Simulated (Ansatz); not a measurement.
Take MoSe2 in the 2H-MoS2 type structure (space group P6_3/mmc, No. 194; layered, stacked along the Cartesian z axis) as the base.

```
MoSe2
1.0
    3.22780     0.00000     0.00000
   -1.61390     2.79535     0.00000
    0.00000     0.00000    12.34694
Mo Se
2 4
Cartesian
  0.00000   1.86357   3.08674
  1.61390   0.93178   9.26021
  0.00000   1.86357   7.58972
  1.61390   0.93178   1.41625
  1.61390   0.93178   4.75722
  0.00000   1.86357  10.93069
```

Cartesian axes are those of the cell as printed.

Level of theory: PBEsol-D3(BJ)/PAW in Ansatz (a first-principles code), scalar-relativistic without spin-orbit coupling.

Strains are applied to the cell and any free atomic positions relax.

One change was made to it. Results:

| quantity | base | after |
|---|---|---|
| pressure (mean of the normal stresses, compression positive) | 0.00 GPa | -2.79 GPa |
| hole mass | 2.1 mₑ along c, 0.62 mₑ across (at Γ) | 1.9 mₑ along c, 0.64 mₑ across (at Γ) |
| energy relative to the base (free energy F) | 0 meV/atom | +6.9 meV/atom |
| band gap | 0.54 eV | 0.62 eV |

Q: Which change produced these results?
A. isotropic strain +3.28 %
B. isotropic strain +1.34 %
C. uniaxial strain ε_zz = +4.87 %

A: B, isotropic strain +1.34 %. For comparison, the band gap in the other runs: isotropic strain +3.28 % gives 0.72 eV; uniaxial strain ε_zz = +4.87 % gives 0.83 eV.

Masses are band curvatures over ±0.01 Å⁻¹ around the edge. No phonon test of stability was made.
